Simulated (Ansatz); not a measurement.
**YN: biaxial strain +1.25 %, plane normal [111], relaxed out of plane**

Start from YN in the rock salt structure (space group Fm-3m, No. 225; a = 4.8198 Å). Axes: x, y, z lie along the cube axes.

Modification: tensile biaxial strain of 1.25 % in the plane normal to [111], as in epitaxy on a mismatched substrate; the out-of-plane cell vector and the atoms relax.

All numbers come from LDA, PAW, 420 eV (Ansatz, an electronic-structure program; no spin-orbit coupling). Γ-centred 12×12×12 mesh, Fermi–Dirac width 0.05 eV.

```json
[
 {"quantity": "space group", "base": "Fm-3m (No. 225)", "changed": "R-3m (No. 166)", "shift": "–"},
 {"quantity": "energy relative to the base (free energy F)", "base": "0 meV/atom", "changed": "+5.3 meV/atom", "shift": "+5.3 meV/atom"},
 {"quantity": "pressure (mean of the normal stresses, compression positive)", "base": "0.0 GPa", "changed": "-3.2 GPa", "shift": "-3.2 GPa"},
 {"quantity": "band gap", "base": "zero", "changed": "zero", "shift": "–"},
 {"quantity": "out-of-plane strain (rough)", "base": "–", "changed": "-0.68 %", "shift": "–"},
 {"quantity": "mean in-plane stress (compression positive) (rough)", "base": "–", "changed": "-4.8 GPa", "shift": "–"}
]
```

Cost of the whole job for the changed cell (relaxation, final SCF and bands): around 16 core-seconds (rough).

Without a gap, meshes like the base's 12×12×12 leave anisotropic stresses uncertain by several tenths of a GPa, and small strain energies with them. No phonon test of stability was made. All final runs are without spin polarisation. Gaps under 0.05 eV, about the width of the smearing, are given as zero. The zero or small gap of YN can change with the level of theory.
